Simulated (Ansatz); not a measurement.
The parent structure is TiO2 in the anatase structure (space group I4_1/amd, No. 141; a = 3.770 Å, c = 9.552 Å). Axes: x, y, z lie along a, b, c of the conventional cell.

Level of theory: PBEsol, PAW, 420 eV (Ansatz, an electronic-structure program; spin-orbit coupling left out).

One thing is altered: uniaxial stress, 3 GPa tension along x, with the cell and atoms free to relax against it.

What does the calculation give for the secant Young's modulus along x and mean lateral Poisson ratio after the change?

The secant Young's modulus along x comes out as 230 GPa; the mean lateral Poisson ratio is 0.38.

Load acts through the strain it causes; cell and atoms are relaxed under it. Stability under load was not tested beyond the relaxation. The final runs are not spin-polarised.
